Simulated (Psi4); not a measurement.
Psi4 1.11, PBE/def2-tzvp: Cd(F)(fmdH) ([F][Cd]1[NH]C=[NH]->1), 8 atoms. The geometry is a generated start, not checked to be a minimum at this level.

```json
{
  "task": "energy",
  "method": "pbe",
  "basis": "def2-tzvp",
  "memory": "3 GB",
  "maxiter": "100",
  "keys_of_the_molecule_block": "symmetry c1",
  "scf_type": "df (default)",
  "guess": "auto, which took SAD (default)",
  "scf_initial_accelerator": "adiis (default)",
  "e_convergence": "1e-06 (default)",
  "d_convergence": "1e-06 (default)",
  "dft_radial_points": "75 (default)",
  "dft_spherical_points": "302 (default)",
  "effective_core_potentials": "those of the basis set, past Kr",
  "basis_functions": "182",
  "grid_points": "172779"
}
```

```xyz
8

Cd    -0.3012     1.1221    -1.0566
F     -0.9576     2.4163    -2.3397
C      0.2233    -0.6496     0.6222
N      0.2690    -0.9042    -0.6575
N     -0.0969     0.5590     0.9992
H      0.4532    -1.4250     1.3581
H      0.5247    -1.8463    -0.9217
H     -0.1146     0.7277     1.9961
```

Charge 0 and multiplicity 1 are set for this test and not shown to be the ground state.

One run each on 2 threads. Values of diis_max_vecs tried: 3, 6, 10 (default), 20.

Q: Which value of diis_max_vecs needs the fewest SCF iterations, and what happens away from it?

A: Fewest SCF iterations, within one of each other: 6 with 12, 10 (default) with 11, 20 with 11. The count rises to 38 at 3. All converge to one solution.

| diis_max_vecs | SCF iterations | end |
|---|---|---|
| 3 | 38 | same solution |
| 6 | 12 | same solution |
| 10 (default) | 11 | same solution |
| 20 | 11 | same solution |
